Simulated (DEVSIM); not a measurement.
Device: abrupt Ge p-n junction, at 250 K.

| layer (left to right) | material | thickness (μm) | Nd (cm⁻³) | Na (cm⁻³) | τn (s) | τp (s) |
|---|---|---|---|---|---|---|
| 1 | Ge | 0.180 | - | 9.6e15 | 7.5e-6 | 7.5e-6 |
| 2 | Ge | 250 | 1.3e16 | - | 7.5e-6 | 7.5e-6 |

Left contact: ohmic. Right contact: ohmic. Voltage is applied to the left contact. Recombination: SRH at mid-gap, radiative, Auger. Mobility is μmin + (μ − μmin)/(1 + (N/Nref)^α).

This is a model device: material constants are rounded textbook-type values typed into the input, and sizes, dopings and lifetimes were drawn at random. Values at 300 K; Nc and Nv go as T^1.5, mobilities as T to minus their exponent, the gap by Varshni's rule with the affinity fixed.

```
parameter               Ge
----------------  --------
gap (eV)             0.664
affinity (eV)            4
permittivity            16
Nc (cm⁻³)          1.04e19
Nv (cm⁻³)             6e18
μn (cm²/Vs)           3900
μp (cm²/Vs)           1900
μn,min                 150
μp,min                 100
Nref,n              2.6e17
Nref,p                4e17
αn                    0.56
αp                     0.6
T exponent of μn      1.66
T exponent of μp      2.33
B (cm³/s)          6.4e-14
Cn (cm⁶/s)           1e-31
Cp (cm⁶/s)           1e-31
Varshni α (eV/K)  0.000477
Varshni β (K)          235
```

DEVSIM, 1D drift-diffusion, Boltzmann statistics, complete ionisation; no tunnelling, impact ionisation, image-force lowering or self-heating.

Q: Tabulate band edges, carrier densities and field at zero bias.

A: Energies count from the Fermi level of the right contact; mesh points crowd at the junctions.

```
x (μm)   Ec (eV)  Ev (eV)  n (cm⁻³)  p (cm⁻³)  field (V/cm)
-------  -------  -------  --------  --------  ------------
0.000      0.550   -0.133     6.5e7    9.6e15         -5800
0.03057    0.531   -0.152     1.5e8    4.0e15         -6800
0.08926    0.477   -0.206     1.9e9    3.2e14        -12000
0.1490     0.385   -0.298    1.4e11    4.6e12        -19000
0.1867     0.308   -0.374    4.8e12    1.3e11        -21000
0.2313     0.230   -0.453    1.9e14     3.3e9        -14000
0.3407     0.148   -0.535    8.3e15     7.5e7         -2400
0.7845     0.138   -0.545    1.3e16     4.8e7           ≈ 0
1.699      0.138   -0.545    1.3e16     4.8e7           ≈ 0
3.942      0.138   -0.545    1.3e16     4.8e7           ≈ 0
9.837      0.138   -0.545    1.3e16     4.8e7           ≈ 0
31.77      0.138   -0.545    1.3e16     4.8e7           ≈ 0
77.76      0.138   -0.545    1.3e16     4.8e7           ≈ 0
167.1      0.138   -0.545    1.3e16     4.8e7           ≈ 0
225.8      0.138   -0.545    1.3e16     4.8e7           ≈ 0
240.2      0.138   -0.545    1.3e16     4.8e7           ≈ 0
246.2      0.138   -0.545    1.3e16     4.8e7           ≈ 0
248.6      0.138   -0.545    1.3e16     4.8e7           ≈ 0
249.7      0.138   -0.545    1.3e16     4.8e7           ≈ 0
250.0      0.138   -0.545    1.3e16     4.8e7           ≈ 0
250.1      0.138   -0.545    1.3e16     4.8e7           ≈ 0
250.2      0.138   -0.545    1.3e16     4.8e7           ≈ 0
```
